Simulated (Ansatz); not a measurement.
## Re: energy against strain

Re (hcp, P6_3/mmc, 14.957 Å³/atom at rest, c along z) under an equal strain ε in the (0001) plane with the normal axis free, as in a coherent film. PBE in Ansatz, a plane-wave DFT program (PAW, default set), 420 eV, 24×24×13 Γ-centred mesh, Fermi-Dirac smearing 0.10 eV; ions are relaxed within the symmetry of each cell.

Here s stands for strain and y for E less E0.

| strain (%) | E less E0 (meV/atom) |
|---|---|
| -1.50 | 15.26 |
| -1.00 | 6.38 |
| -0.50 | 1.37 |
| 0.00 | 0.00 |
| 0.50 | 2.02 |
| 1.00 | 7.20 |
| 1.50 | 15.30 |
| 3.00 | ? |

Fit y against s with a parabola, and predict the withheld value at s = 3.00.

Least squares gives y = -0.002 + 0.1721·s + 6.7919·s². Residuals (row less fit): 0.238, -0.238, -0.240, 0.002, 0.238, 0.238, -0.238; standard error 0.292 (degrees of freedom: 4). Twice the quadratic coefficient over the volume, 2 × 6.7919 meV × 10⁴ × 0.1602 / 14.957 Å³, is twice the biaxial elastic modulus of this plane = 1455 ± 27 GPa. At the withheld row, y = -0.002 + 0.1721 × 3.0 + 6.7919 × 3.0² = 61.641 meV/atom. The calculation gives 55.32 meV/atom, 6.321 meV/atom below the prediction (11.4 % of the range of y in the table). The row lies outside the fitted rows, so this is an extrapolation. From the scatter of the fitted rows alone, a prediction at this place has a standard error of 1.116 meV/atom, so the miss is 5.7 times that.

One order more, fitted to all 13 runs of the series, follows each within 0.06, so the miss is the next term of a smooth law. In a metal these values are sensitive to mesh and smearing; energies are taken to zero smearing, stresses follow the free energy. Rows are the converged runs of the series near zero and its far end; series whose fitted rows scatter by over a few per cent of the range, as at a crossing or softening among them, aren't shown in this form. Most that stay on the fit to the last digits aren't either.
